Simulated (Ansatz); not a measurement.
The reference is Ru in the simple cubic structure (space group Pm-3m, No. 221; a = 2.481 Å; a hypothetical phase, not in the database extracts checked; relaxed with 0.1 eV smearing). Axes: x, y, z lie along the cube axes.

The change: biaxial strain +4.65 %, plane normal [110], relaxed out of plane (Cartesian); in-plane vectors clamped, the third vector and the atoms free.

Levels (all Ansatz, a program for electronic structure, PAW): PBEsol (420 eV, no spin-orbit coupling); PBEsol+SOC (420 eV, noncollinear with spin-orbit coupling).

The geometry is relaxed with PBEsol.

| Quantity | Value |
|---|---|
| PBEsol pressure | -4.1 GPa |

**Question.** What does PBEsol+SOC give at this geometry for the pressure?

**Answer.** The pressure increases by 0.2 GPa, from -4.1 GPa to -3.9 GPa.

Single points use the geometry relaxed with PBEsol. The spin-orbit shifts are approximate. Stability against distortions was not tested. The runs without spin-orbit coupling are not spin-polarised. Ru has a high density of states at the Fermi level and may be magnetic at this level.
